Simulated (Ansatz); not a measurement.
Levels about the gap of amorphous Si₂₄O₄₉Cu₂ (75 atoms in a cell of 1136 Å³, 2.32 g/cm³; zone centre alone, so wide bands show as single levels with stretches between that a denser mesh fills), at the geometry that PBE relaxed, where it gives 0.0 GPa on a denser mesh. The participation number counts the atoms over which a state spreads; weights are charges in smoothed Voronoi cells. The levels come from a single point, so bond lengths are those of that geometry. Method of the levels: PBE, scalar-relativistic without spin-orbit coupling (Ansatz, a quantum-chemistry and plane-wave program). Sampling: the zone centre alone; Fermi-Dirac width 0.02 eV; no spin polarisation. At PBE the levels at the filled edge of the gap are localised (band-tail or defect states), and the nearest spread-out levels lie 5.1 eV apart at the zone centre.

The cell was made by melting and quenching with the CHGNet potential and then relaxed with DFT. O atoms were pushed apart under 1.9 Å during the dynamics, to hinder bonds among them. The hot cell started wider than the set density and was brought back towards it in steps. It is the lowest in DFT energy of 2 quenches. It is a model cell: composition and starting density were chosen by hand, and all elements were melted together. No dispersion term was used. Its density started from a set value of 2.34 and ended at 2.32 g/cm³. Cooling (nominally 320 K/ps over its main leg) ran many orders faster than in experiment, which tends to leave more defects and strain. A cell of this size samples the disorder only roughly. Volume and shape were free in the relaxation.

```csv
"E - E(highest filled), eV",filling,participation number,largest on,weight Cu,weight O,weight Si
-0.47,filled,1.8,"Cu, 2 neighbours",0.87,0.11,0.01
-0.46,filled,1.4,"Cu, 2 neighbours",0.96,0.04,0.00
-0.29,filled,1.7,"Cu, 2 neighbours",0.76,0.22,0.02
-0.20,filled,1.8,"Cu, 2 neighbours",0.72,0.26,0.02
-0.17,filled,1.4,"Cu, 2 neighbours",0.86,0.12,0.02
-0.05,filled,1.5,"Cu, 2 neighbours",0.81,0.17,0.02
0.00,filled,1.7,"Cu, 2 neighbours",0.75,0.23,0.02
2.76,empty,38.8,"Cu, 2 neighbours",0.16,0.61,0.23
3.92,empty,9.8,"Cu, 2 neighbours",0.41,0.48,0.11
4.15,empty,31.0,"Cu, 2 neighbours",0.17,0.58,0.24
4.51,empty,34.2,"Si, 4 neighbours",0.08,0.62,0.30
4.64,empty,39.2,"Si, 4 neighbours",0.07,0.64,0.30
4.79,empty,48.6,"O, 2 neighbours",0.05,0.66,0.30
4.95,empty,37.6,"Cu, 2 neighbours",0.12,0.61,0.27
```

Most localised among these is the filled level at -0.46 eV, on a Cu atom, which has 2 neighbours (O 1.78 Å, O 1.91 Å).
